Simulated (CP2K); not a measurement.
CP2K run on LaTl (P1, 2 atoms in the cell): self-consistent single point.

Level of theory: PBEsol, GPW, DZVP-MOLOPT-SR-GTH basis, GTH-PBE potentials (GTH_POTENTIALS) (CP2K).

The change in words: atoms moved at random. Reference geometry:
```
LaTl
1.0
    3.97238     0.00000     0.00000
    0.00000     3.97238     0.00000
    0.00000     0.00000     3.97238
La Tl
1 1
Cartesian
  0.00000   0.00000   0.00000
  1.98619   1.98619   1.98619
```

Reference input (self-consistent single point, DFT PBEsol, GPW, DZVP-MOLOPT-SR-GTH basis, GTH-PBE potentials (GTH_POTENTIALS)): CUTOFF = 500 Ry; REL_CUTOFF = 40 Ry; SMEAR/METHOD = GAUSSIAN; SIGMA = 0.1 eV; KPOINTS/SCHEME = MONKHORST-PACK 8 8 8; GAMMA_CENTERED = T; XC_FUNCTIONAL = PBE:PBESOL; La/BASIS_SET = DZVP-MOLOPT-SR-GTH-q11; La/POTENTIAL = GTH-PBE-q11; Tl/BASIS_SET = DZVP-MOLOPT-SR-GTH-q13; Tl/POTENTIAL = GTH-PBE-q13; METHOD = GPW. This run's input differs from it in these lines:

```diff
@@ -73,4 +73,4 @@
     &COORD
-      La       0.00000000     0.00000000     0.00000000
-      Tl       1.98619000     1.98619000     1.98619000
+      La      -0.00251054    -0.00303490    -0.04188080
+      Tl       1.98870054     1.98922490     2.02807080
     &END COORD
```

The program printed (abridged):

```
 SCF WAVEFUNCTION OPTIMIZATION

  Step     Update method      Time    Convergence         Total energy    Change
     1 NoMix/Diag. 0.20E+00      -     1.27829199       -81.8184649937 -8.18E+01
     2 Broy./Diag. 0.20E+00      -     0.04646539       -82.2454395522 -4.27E-01
     3 Broy./Diag. 0.20E+00      -     0.08197570       -81.8122509795  4.33E-01
     4 Broy./Diag. 0.20E+00      -     0.00889496       -81.5098692142  3.02E-01
     5 Broy./Diag. 0.20E+00      -     0.00393441       -81.4646417915  4.52E-02
     6 Broy./Diag. 0.20E+00      -     0.00233302       -81.4809624188 -1.63E-02
   [... 3 lines left out ...]
    10 Broy./Diag. 0.20E+00      -     0.00000711       -81.4865107668 -6.29E-05
    11 Broy./Diag. 0.20E+00      -     0.00000263       -81.4864978089  1.30E-05
    12 Broy./Diag. 0.20E+00      -     0.00000195       -81.4864930367  4.77E-06
    13 Broy./Diag. 0.20E+00      -     0.00000002       -81.4864961940 -3.16E-06
  *** SCF run converged in    13 steps ***

  Overlap energy of the core charge distribution:               0.00000000000001
  Self energy of the core charge distribution:               -150.48091415730428
  Core Hamiltonian energy:                                     37.84577411173623
  Hartree energy:                                              42.03553266728440
  Exchange-correlation energy:                                -10.88659155251240
  Smearing free energy correction:                             -0.00029726323069
  Fermi energy:                                                 0.32347770601052

  Total energy:                                               -81.48649619402654
  Total energy (extrapolated to sigma->0):                    -81.48634756241120

   [... lines left out ...]

 STRESS| Analytical stress tensor [bar]
 STRESS|                        x                   y                   z
 STRESS|      x       -1.11101048618E+04   5.35494897134E+00   7.23771913755E+01
 STRESS|      y        5.35494897134E+00  -1.11105980909E+04   8.74707581824E+01
 STRESS|      z        7.23771913755E+01   8.74707581824E+01  -1.12672985828E+04
 STRESS| 1/3 Trace                                            -1.11626671785E+04
```

The run converged in 13 iterations. Against the reference run the free energy rises by 2.7 meV/atom, the pressure moves little (-1.18 to -1.12 GPa) and the largest force goes from 0.000 to 0.129 eV/Å.

The starting cell comes from a database of computed structures (which also holds hypothetical and non-ambient phases and stackings), without a prior relaxation at this level. For this run, on top of that: atoms moved at random. Values carry the incompleteness of an atom-centred basis. The potentials were made for another functional than the one used.

Cost on one core of a shared machine: roughly 40 s.
